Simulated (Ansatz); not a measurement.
Base system: CaF2 in the fluorite structure (space group Fm-3m, No. 225).

```yaml
crystal:
  lattice:
    - [0.00000, 2.71018, 2.71018]
    - [2.71018, 0.00000, 2.71018]
    - [2.71018, 2.71018, 0.00000]
  atoms:
    - { symbol: Ca, position: [0.00000, 0.00000, 0.00000] }
    - { symbol: F, position: [0.25000, 0.25000, 0.25000] }
    - { symbol: F, position: [0.75000, 0.75000, 0.75000] }
```

Cartesian axes are those of the cell as printed.

The values are results of Ansatz (an electronic-structure program) PBEsol, scalar-relativistic without spin-orbit coupling, earlier PAW set, not measurements.

Before the change:

The pressure is -0.01 GPa.

The change: the symmetric strain tensor [-0.0072 0.0065 0.0054; 0.0065 -0.0112 0.0020; 0.0054 0.0020 0.0056], atoms relaxed at fixed cell.

Question: Estimate the effect on the pressure.

Answer: The pressure (mean of the normal stresses, compression positive) rises by 1.17 GPa, from -0.01 GPa to 1.16 GPa.

Stability against distortions was not tested.
